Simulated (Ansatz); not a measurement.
Data:

```yaml
crystal:
  lattice:
    - [3.07597, 0.00000, 0.00000]
    - [-1.53798, 2.66386, 0.00000]
    - [0.00000, 0.00000, 5.04775]
  atoms:
    - { symbol: Si, position: [0.33333, 0.66667, 0.99959] }
    - { symbol: Si, position: [0.66667, 0.33333, 0.49959] }
    - { symbol: C, position: [0.33333, 0.66667, 0.37541] }
    - { symbol: C, position: [0.66667, 0.33333, 0.87541] }
```

The numbers are results of PBE with spin-orbit coupling, rigid bands (plane waves, PAW; Ansatz, a quantum-chemistry and plane-wave program), not measurements. Geometry: cell and atoms relaxed with PBEsol.

Q: What conductivity effective mass do dilute electrons have at 300 K?

A: 0.44 (x), 0.44 (y), 0.27 (z) mₑ.

Q: Predict the hole conductivity mass (n e² τ/σ) at 300 K, by direction if it differs.

A: 1.20 (x), 1.20 (y), 1.50 (z) mₑ.

Q: And the band gap?

A: 2.27 eV at this level; semilocal functionals usually fall short of the measured gap.

Rigid bands, one relaxation time for all states, no polarons. Geometry: cell and atoms relaxed with PBEsol.
